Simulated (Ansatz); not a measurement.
## LiSiN (model structure, started from the NaSnP type, P6₃mc, No. 186, 6 atoms in the cell)

Level of theory: G0W0@PBEsol in Ansatz (hard PAW, contour deformation, complete-basis limit).

Numerical settings: largest k mesh 12×12×2 (not extrapolated in the mesh).

Cell (relaxed with PBEsol):

```
LiNSi
1.0
    2.81583     0.00000     0.00000
   -1.40792     2.43858     0.00000
    0.00000     0.00000     9.22365
Li Si N
2 2 2
Cartesian
  0.00000   1.62572   2.48954
  1.40792   0.81286   7.10136
  0.00000   0.00000   0.13434
  0.00000   0.00000   4.74616
  0.00000   1.62572   5.59264
  1.40792   0.81286   0.98082
```

For LiSiN (model structure, started from the NaSnP type, P6₃mc, No. 186, 6 atoms in the cell), the band gap is 1.70 eV (indirect).

Note: the relaxation could raise the start's symmetry but not lower it, so the cell can be a saddle point; the gap holds a correction of -0.00 eV to the complete basis, taken at k points off the band edges.

Computed values are for the static lattice.

Computing time: about 6 core-hours (a rough figure).

A model structure was made by putting elements into a prototype or built by hand; it is no filed structure, need not be a known phase, and can be a saddle point held by its symmetry.

Ansatz is an electronic-structure program.
